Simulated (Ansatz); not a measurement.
Formation energy of the bound charge states of C interstitial started as a split pair with N in metastable zinc-blende AlN (start: split with N; 64-site cell, 2×2×2 shifted sampling) against the Fermi level, Al-rich (Δμ(C) = -0.21 eV, bounded by Al4C3 (R-3m); only phases computed here count, gases as isolated molecules at 0 K). Calculation: PBE, PAW (plane waves to 420 eV; Ansatz, a quantum-chemistry and plane-wave program).

Details: 64-site cell; 2×2×2 shifted k-points; host gap 3.31 eV; charged states image-corrected; corrections pass 1 eV, so highly charged states may be off by several tenths; flagged in the runs: a strain field that reaches the edge of the cell.

```json
[
 {"E_F − E_VBM (eV)": "0.00", "q = +2": "3.25", "q = +1": "4.58", "q = 0": "6.94", "q = −1": "9.91"},
 {"E_F − E_VBM (eV)": "0.41", "q = +2": "4.08", "q = +1": "5.00", "q = 0": "6.94", "q = −1": "9.50"},
 {"E_F − E_VBM (eV)": "0.83", "q = +2": "4.91", "q = +1": "5.41", "q = 0": "6.94", "q = −1": "9.09"},
 {"E_F − E_VBM (eV)": "1.24", "q = +2": "5.73", "q = +1": "5.83", "q = 0": "6.94", "q = −1": "8.67"},
 {"E_F − E_VBM (eV)": "1.66", "q = +2": "6.56", "q = +1": "6.24", "q = 0": "6.94", "q = −1": "8.26"},
 {"E_F − E_VBM (eV)": "2.07", "q = +2": "7.39", "q = +1": "6.65", "q = 0": "6.94", "q = −1": "7.84"},
 {"E_F − E_VBM (eV)": "2.48", "q = +2": "8.22", "q = +1": "7.07", "q = 0": "6.94", "q = −1": "7.43"},
 {"E_F − E_VBM (eV)": "2.90", "q = +2": "9.05", "q = +1": "7.48", "q = 0": "6.94", "q = −1": "7.02"},
 {"E_F − E_VBM (eV)": "3.31", "q = +2": "9.87", "q = +1": "7.90", "q = 0": "6.94", "q = −1": "6.60"}
]
```

Crossings of the lowest lines: (+2/+1) at 1.33 eV; (+1/0) at 2.36 eV; (0/−1) at 2.97 eV.
